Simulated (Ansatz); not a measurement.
An Ansatz (a quantum-chemistry and plane-wave program) input for (Si,Ge)3N4 alloy cell Ge3N8Si3 (spinel nitride start):

Ansatz 0.2 input:
```yaml
crystal:
  lattice:
    - [-0.000005461, -4.031803495, -4.031805619]
    - [0.000000318, -4.021785326, 4.021787458]
    - [-8.052008796, -0.000005148, -0.000005783]
  atoms:
    - { symbol: Ge, position: [0.24821714, 0.499937931, 0.371602842] }
    - { symbol: Ge, position: [0.751780575, -0.000062056, 0.878399443] }
    - { symbol: Ge, position: [0.751780091, 0.500045423, 0.371600309] }
    - { symbol: Ge, position: [0.248218158, 0.000045337, 0.878396491] }
    - { symbol: Si, position: [-0.000029509, 0.250000284, 0.124995939] }
    - { symbol: Ge, position: [0.499940379, 0.750017576, 0.624986513] }
    - { symbol: Si, position: [0.000033324, 0.749999784, 0.125003446] }
    - { symbol: Ge, position: [0.500062383, 0.25001887, 0.625013024] }
    - { symbol: Si, position: [0.500000794, 0.500000739, 0.002343711] }
    - { symbol: Si, position: [-0.000000151, -0.000002223, 0.494857495] }
    - { symbol: Si, position: [0.000000159, 0.499997626, 0.755142237] }
    - { symbol: Si, position: [0.499997977, 0.000000573, 0.247656896] }
    - { symbol: N, position: [-0.000008159, 0.245281409, 0.88841393] }
    - { symbol: N, position: [0.499996495, 0.742357889, 0.376276664] }
    - { symbol: N, position: [0.769083916, 0.5000041, 0.125491061] }
    - { symbol: N, position: [0.254227192, 0.000008468, 0.628059353] }
    - { symbol: N, position: [0.254225988, 0.499996491, 0.621941947] }
    - { symbol: N, position: [0.769083014, -0.000003782, 0.124508946] }
    - { symbol: N, position: [0.500003964, 0.242357857, 0.873723523] }
    - { symbol: N, position: [0.000007893, 0.745281304, 0.361586509] }
    - { symbol: N, position: [0.000008706, 0.754714248, 0.888414572] }
    - { symbol: N, position: [0.500002228, 0.257641442, 0.376278938] }
    - { symbol: N, position: [0.230916744, 0.499996362, 0.125490901] }
    - { symbol: N, position: [0.745773673, -0.000003513, 0.62805932] }
    - { symbol: N, position: [0.745773858, 0.500008371, 0.62194134] }
    - { symbol: N, position: [0.230914602, 0.000003718, 0.124508199] }
    - { symbol: N, position: [0.499997894, 0.757641446, 0.873721074] }
    - { symbol: N, position: [-0.000009322, 0.254714324, 0.361585395] }
basis:
  ecutwfc: 420
  ecutrho_ratio: 4
  xc_grid: 2
kpoints:
  mp_grid: { grid: [4, 4, 3] }
hamiltonian:
  xc: pbe
  dispersion: none
  pseudopotentials: { kind: paw }
scf:
  n_extra_bands: 32
  occupations: { method: fermi_dirac, width: 0.01 }
output:
  eigenstates:
    kpoints:
      - [0.0, 0.0, 0.0]
      - [-0.5, 0.0, -0.5]
      - [0.0, -0.5, -0.5]
      - [-0.5, -0.5, 0.0]
    e_range: [-5, 6]
    localisation: true
  eigenvalues: true
magnetization:
  noncollinear: true
  spin_orbit: true
```

All values below come from PBE with spin-orbit coupling (plane waves to 420 eV, PAW; Ansatz).  Its k-point mesh 4×4×3, Fermi–Dirac width 0.01 eV.

Task: Write the closing report of this run, without the band table and long remarks, to eight decimals at most.

Result: 
```
SCF converged after 10 iterations
Magnetization: |M| = 0.0000 μB,  M = (+0.0000, +0.0000, +0.0000) μB
Absolute magnetization: 0.0000 μB (∫|m|)
  site 0: m = (+0.0000, +0.0000, +0.0000) μB, |m| = 0.0000 μB  (R = 0.82 Å)
  site 1: m = (+0.0000, +0.0000, +0.0000) μB, |m| = 0.0000 μB  (R = 0.82 Å)
  site 2: m = (+0.0000, +0.0000, +0.0000) μB, |m| = 0.0000 μB  (R = 0.82 Å)
  site 3: m = (+0.0000, +0.0000, +0.0000) μB, |m| = 0.0000 μB  (R = 0.82 Å)
  site 4: m = (+0.0000, +0.0000, +0.0000) μB, |m| = 0.0000 μB  (R = 0.79 Å)
  site 5: m = (+0.0000, +0.0000, +0.0000) μB, |m| = 0.0000 μB  (R = 0.82 Å)
  site 6: m = (+0.0000, +0.0000, +0.0000) μB, |m| = 0.0000 μB  (R = 0.79 Å)
  site 7: m = (+0.0000, +0.0000, +0.0000) μB, |m| = 0.0000 μB  (R = 0.82 Å)
  site 8: m = (+0.0000, +0.0000, +0.0000) μB, |m| = 0.0000 μB  (R = 0.74 Å)
  site 9: m = (+0.0000, +0.0000, +0.0000) μB, |m| = 0.0000 μB  (R = 0.74 Å)
  site 10: m = (+0.0000, +0.0000, +0.0000) μB, |m| = 0.0000 μB  (R = 0.74 Å)
  site 11: m = (+0.0000, +0.0000, +0.0000) μB, |m| = 0.0000 μB  (R = 0.74 Å)
  site 12: m = (+0.0000, +0.0000, +0.0000) μB, |m| = 0.0000 μB  (R = 0.74 Å)
  site 13: m = (+0.0000, +0.0000, +0.0000) μB, |m| = 0.0000 μB  (R = 0.74 Å)
  site 14: m = (+0.0000, +0.0000, +0.0000) μB, |m| = 0.0000 μB  (R = 0.75 Å)
  site 15: m = (+0.0000, +0.0000, +0.0000) μB, |m| = 0.0000 μB  (R = 0.74 Å)
  site 16: m = (+0.0000, +0.0000, +0.0000) μB, |m| = 0.0000 μB  (R = 0.74 Å)
  site 17: m = (+0.0000, +0.0000, +0.0000) μB, |m| = 0.0000 μB  (R = 0.75 Å)
  site 18: m = (+0.0000, +0.0000, +0.0000) μB, |m| = 0.0000 μB  (R = 0.74 Å)
  site 19: m = (+0.0000, +0.0000, +0.0000) μB, |m| = 0.0000 μB  (R = 0.74 Å)
  site 20: m = (+0.0000, +0.0000, +0.0000) μB, |m| = 0.0000 μB  (R = 0.74 Å)
  site 21: m = (+0.0000, +0.0000, +0.0000) μB, |m| = 0.0000 μB  (R = 0.74 Å)
  site 22: m = (+0.0000, +0.0000, +0.0000) μB, |m| = 0.0000 μB  (R = 0.75 Å)
  site 23: m = (+0.0000, +0.0000, +0.0000) μB, |m| = 0.0000 μB  (R = 0.74 Å)
  site 24: m = (+0.0000, +0.0000, +0.0000) μB, |m| = 0.0000 μB  (R = 0.74 Å)
  site 25: m = (+0.0000, +0.0000, +0.0000) μB, |m| = 0.0000 μB  (R = 0.75 Å)
  site 26: m = (+0.0000, +0.0000, +0.0000) μB, |m| = 0.0000 μB  (R = 0.74 Å)
  site 27: m = (+0.0000, +0.0000, +0.0000) μB, |m| = 0.0000 μB  (R = 0.74 Å)
Free energy (F): -35738.835904 eV
Harris-Foulkes:  -35738.835904 eV  (|F-HF|=1.66e-8)
Internal energy: -35738.835904 eV  (E = F + TS)
E sigma→0 (E₀):  -35738.835904 eV
Fermi energy:    12.474873 eV
--- Per-component energies (eV) ---
  E_band       = -139.844518
  E_kinetic    = 3077.500592
  E_local      = -18132.114563  (includes V_loc(G=0)·N_el)
  E_nonlocal   = 3415.222586
  E_hartree    = 7837.505349
  E_xc         = -1761.833380
  E_vxc        = -1915.600030  (∫ρ·V_xc dr)
  E_paw        = -17271.531869  (= ΣΔE_a)
  E_vpaw       = -2259.868292  (= ΣTr[D̂ρ^β])
  E_aug_tail   = 0.003349  (compensation charges beyond the density's cutoff)
  E_ewald      = -12903.587968
  E_smearing   = 0.000000  (= −TS)
  E_closure    = 0.000000  (closes the sum)
  Σ components = -35738.835904   (vs F -35738.835904, Δ=0.00e0)
```

Cost: roughly 16 core-minutes.
